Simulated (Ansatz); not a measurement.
Data:

```yaml
crystal:
  lattice:
    - [3.88658, 0.00000, 0.00000]
    - [-1.94329, 3.36588, 0.00000]
    - [0.00000, 0.00000, 18.93629]
  atoms:
    - { symbol: Sn, position: [0.00000, 0.00000, 0.50000] }
    - { symbol: S, position: [0.33333, 0.66667, 0.57458] }
    - { symbol: S, position: [0.66667, 0.33333, 0.42542] }
```

These are PBE, rigid bands (plane waves, PAW, scalar-relativistic; Ansatz, a program for electronic structure) values and carry that method's errors. Condition of this run: biaxial strain +5 %. Geometry: cell and atoms relaxed with PBE, then loaded as said.

Predict the hole conductivity mass (n e² τ/σ) at 300 K, by direction if it differs.

2.3 mₑ.

Predict the electron conductivity mass (n e² τ/σ) at 300 K, by direction if it differs.

0.46 mₑ.

And the band gap?

1.49 eV at this level; semilocal functionals usually fall short of the measured gap.

Rigid bands, one relaxation time for all states, no polarons. Spin-orbit coupling is left out; where it splits the top of the valence band it changes the hole mass and lowers the gap by about a third of the splitting.
